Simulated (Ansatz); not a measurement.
An Ansatz (an electronic-structure program) input (r2SCAN, PAW, 500 eV (Ansatz; without spin-orbit coupling)):

Ansatz 0.2 input:
```yaml
crystal:
  lattice:
    - [0, 3.0232074709, 3.0232074709]
    - [3.0232074709, 0, 3.0232074709]
    - [3.0232074709, 3.0232074709, 0]
  atoms:
    - { symbol: Rh, position: [0.75, 0.75, 0.75] }
    - { symbol: Bi, position: [0, 0, 0] }
basis: { ecutwfc: 500, ecutrho_ratio: 4, xc_grid: 4, fft_grid_basis: typed }
kpoints: { mp_grid: { grid: [13, 13, 13] } }
hamiltonian:
  xc: r2scan
  dispersion: none
  pseudopotentials: { kind: paw }
scf: { occupations: { method: fermi_dirac, width: 0.05 }, convergence: { dr2_threshold: 0.0000000002 } }
output: { forces: true, stress: true }
checkpoint: { write: state.ck, write_every: 1000 }
```

Q: Which symmetry and how many k-points will the program report, and about how many plane waves at Γ?

A: Space group F-43m (ITA 216) with 24 operations, k-points 84 of 2197, and 1411 plane waves at Γ.

Stability against distortions was not tested. The final runs are not spin-polarised. The cell was made from BiSb by this change: Sb → Rh; the result is a hypothetical phase, not in the database extracts checked.
